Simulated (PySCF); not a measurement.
PySCF 2.14.0, HF/def2-svp, df: B(Me)(OMe)2 (COB(C)OC), 15 atoms. The geometry is a generated start, not checked to be a minimum at this level.

```
Item                           Value
-------------------  ---------------
task                          energy
method                            hf
basis                       def2-svp
two-electron scheme  density fitting
mol.max_memory               3000 MB
mf.max_cycle                     100
mf.init_guess        minao (default)
mf.DIIS              CDIIS (default)
mf.diis_space            8 (default)
mf.conv_tol          1e-09 (default)
basis functions                  129
```

```xyz
15

B     -0.2912     0.2368     0.2206
C     -0.4809     0.2620     1.8057
H     -0.7001    -0.7277     2.2011
H     -1.2974     0.9186     2.0842
H      0.4180     0.6142     2.3061
O      0.6037    -0.5430    -0.4483
C      1.5188    -1.4130     0.1646
H      1.1338    -1.8192     1.1039
H      1.7151    -2.2310    -0.5305
H      2.4549    -0.8834     0.3672
O     -1.0882     1.0485    -0.5119
C     -1.0084     1.1151    -1.9176
H     -0.9004     0.1200    -2.3516
H     -1.9275     1.5814    -2.2746
H     -0.1502     1.7208    -2.2188
```

One run each on 2 threads, 1 BLAS thread. Values of level_shift (Hartree) tried: 0 (default), 0.1, 0.3, 1.

Q: How does the count of Fock builds change with level_shift (Hartree), and where is it least?

A: Fewest Fock builds, within one of each other: 0 (default) with 12, 0.1 with 12. The count rises to 21 at 1. All converge to one solution.

| level_shift (Hartree) | Fock builds | end |
|---|---|---|
| 0 (default) | 12 | same solution |
| 0.1 | 12 | same solution |
| 0.3 | 14 | same solution |
| 1 | 21 | same solution |
